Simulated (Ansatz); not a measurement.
The reference is TiB₂ (space group P6/mmm, No. 191; a = 3.0320 Å, c = 3.2244 Å).

Level of theory: Kohn–Sham DFT with the PBE functional, run in Ansatz (a first-principles code) with PAW and 420 eV plane waves, no spin-orbit coupling.

For the base:

The lattice parameter a is 3.032 Å. The c/a ratio is 1.063.

The change: a negative pressure, −2 GPa.

Problem. Predict the new lattice parameter a.

Solution. The lattice parameter a goes up by 0.007 Å, from 3.032 Å to 3.039 Å.

Problem. How does this affect the c/a ratio?

Solution. The c/a ratio is nearly the same (1.063 against 1.065).

Load acts through the strain it causes; cell and atoms are relaxed under it. No phonon test of stability was made. The final runs are not spin-polarised.
